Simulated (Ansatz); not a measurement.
Here is the system:

```xyz
5
Lattice="4.1807 0.0000 0.0000 0.0000 4.1807 0.0000 0.0000 0.0000 4.1807" Properties=species:S:1:pos:R:3 pbc="T T T"
Ba     0.0000     0.0000     0.0000
Zr     2.0903     2.0903     2.0903
O      2.0903     0.0000     2.0903
O      0.0000     2.0903     2.0903
O      2.0903     2.0903     0.0000
```

Method: PBEsol, rigid bands (plane waves, PAW, scalar-relativistic; Ansatz, a first-principles code). Cell: cell and atoms relaxed with PBEsol.

**Question.** What conductivity effective mass do dilute holes have at 300 K?

**Answer.** 1.99 mₑ.

**Question.** Predict the electron conductivity mass (n e² τ/σ) at 300 K, by direction if it differs.

**Answer.** 0.53 mₑ.

**Question.** And the band gap?

**Answer.** 3.17 eV at this level; semilocal functionals usually fall short of the measured gap.

Rigid bands, one relaxation time for all states, no polarons. Spin-orbit coupling is left out; where it splits the top of the valence band it changes the hole mass and lowers the gap by about a third of the splitting.
